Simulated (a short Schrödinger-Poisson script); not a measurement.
System: MOS inversion layer, SiO2 on p-type Si(100), at 300 K.

From the gate side: 3.9 nm SiO2; 1400 nm Si, acceptors 8.8e16 cm⁻³.

The device is made up for the run: typed textbook-type constants, with dimensions and the other settings drawn at random. SiO2: permittivity 3.9, conduction-band edge (eV) 3.15, gap (eV) 9, electron mass (mₑ) 0.5. Si: permittivity 11.7, conduction-band edge (eV) 0, gap (eV) 1.124, Nv at 300 K (cm⁻³) 3.1e19.

Channel valleys (confinement mass, in-plane density-of-states mass, number): Δ2 0.916, 0.19, 2; Δ4 0.19, 0.417, 4. At the gate the conduction-band edge of layer 1 lies 3.45 eV − eVg above the Fermi level of the channel; the field vanishes at the back. Gaps are held at their typed values at every temperature. Mesh 0.03 nm at interfaces.

Solved with a short Schrödinger-Poisson script written for these runs: 1D Poisson equation in equilibrium, electrons quantum, Hartree (BenDaniel-Duke, 12 states a valley, the channel's in-plane mass for all, wave functions free to enter the dielectric), parabolic valleys, classical holes, full ionisation, no traps, pinning or gate leakage.

```csv
Vg (V),electrons (cm⁻²),C (μF/cm²),Δ2 E0 (meV from the Fermi level),Δ4 E0 (meV from the Fermi level)
0.3,2.82e9,0.101,217.2,245.3
0.45,1.54e11,0.437,111.7,142.1
0.6,6.67e11,0.648,70.7,104.9
0.75,1.30e12,0.710,50.3,88.4
0.9,1.98e12,0.740,36.6,78.3
1.05,2.68e12,0.757,26.1,71.1
1.2,3.39e12,0.770,17.6,65.5
1.35,4.12e12,0.779,10.2,61.0
1.5,4.85e12,0.785,3.7,57.1
1.65,5.59e12,0.791,-2.2,53.7
1.8,6.33e12,0.795,-7.6,50.7
1.95,7.07e12,0.799,-12.6,48.0
2.1,7.82e12,0.802,-17.3,45.4
2.25,8.58e12,0.805,-21.7,43.1
2.4,9.33e12,0.808,-26.0,40.9
2.55,1.01e13,0.810,-30.0,38.8
2.7,1.08e13,0.812,-33.9,36.8
```

Gate voltages with under 1e9 electrons/cm² are left out.

Task: At Vg = 2.7 V the lowest Δ2 subband lies at -33.9 meV from the Fermi level. How many electrons does it hold, and what share of all?

Result: The two-dimensional density of states is g m/(πħ²) = 1.59e11 cm⁻² meV⁻¹ (both spins), kT = 25.9 meV, so n = D kT ln(1 + exp(−E/kT)) = 6.36e12 cm⁻², 0.59 of the 1.08e13 cm⁻² in all.

Task: Compare the slope of the sheet density between 2.4 and 2.7 V with the geometric capacitance of the layers between gate and channel.

Result: q Δn/ΔV = 0.785 μF/cm²; ε0/Σ(t/ε) = 0.885 μF/cm². The ratio is 0.89: the channel acts as a further capacitance in series.
